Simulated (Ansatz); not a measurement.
Where the default PAW files enter, the runs use the earlier of Ansatz's two default sets.

By LDA, the system below comes out a metal.

The ballistic (Sharvin) conductance counts the channels at the Fermi level: G/A = (e²/h) × channels of both spins per area.

```yaml
crystal:
  lattice:
    - [3.32130, 0.00000, 0.00000]
    - [0.00000, 5.56978, 0.00000]
    - [0.00000, 0.00000, 5.14154]
  atoms:
    - { symbol: Si, position: [0.25000, 0.41768, 0.82109] }
    - { symbol: Si, position: [0.75000, 0.58232, 0.17891] }
    - { symbol: Si, position: [0.75000, 0.91768, 0.67891] }
    - { symbol: Si, position: [0.25000, 0.08232, 0.32109] }
    - { symbol: Ni, position: [0.75000, 0.31148, 0.50795] }
    - { symbol: Ni, position: [0.25000, 0.68852, 0.49205] }
    - { symbol: Ni, position: [0.25000, 0.81148, 0.99205] }
    - { symbol: Ni, position: [0.75000, 0.18852, 0.00795] }
```

Space group of this cell: Pnma. The cell is taken as given; by LDA its mean pressure is -5.9 GPa.

The current flows along the normal of the first two printed cell vectors. No spin-orbit coupling; the value is a mean over 0.1 eV about the Fermi level.

### Question
Give the ballistic conductance per area that LDA (Ansatz, a program for electronic structure) yields.

### Answer
0.66 × 10¹⁵ S/m² for both spins.
